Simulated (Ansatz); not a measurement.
# GaAs: alloy series

Start from GaAs in the zinc blende structure (space group F-43m, No. 216; a = 5.746 Å).

The other end (x = 1) is GaP in the zinc blende structure (space group F-43m, No. 216): 20.87 Å³/atom, gap 1.58 eV.

P replaces a fraction x of As; each row is one arrangement (x, atoms in the cell, starting space group or random), fully relaxed.

All numbers come from PBE (Ansatz, a first-principles code), without spin-orbit coupling.

```csv
P fraction x,volume per atom (Å³/atom)
0,23.709
"0.25 (Amm2, 8 atoms)",22.958
"0.667 (I-4m2, 6 atoms)",?
"0.75 (P-4m2, 8 atoms)",21.537
"0.75 (I-42m, 8 atoms)",21.531
1,20.866
```

Problem. Fit V(x) = (1 − x) V(0) + x V(1) − b x(1 − x) with the ends held (b = 0 is Vegard's rule) to the rows shown and predict the withheld row.

Solution. Least squares on the printed values gives b = 0.22 Å³/atom, against 21.813 Å³/atom from the straight line alone (largest residual 0.004 Å³/atom); this predicts 21.763 Å³/atom, and the run gives 21.768 Å³/atom, 0.005 higher.

These are small ordered cells, not random alloys; other orderings at the same x differ. Stability against distortions was not tested.
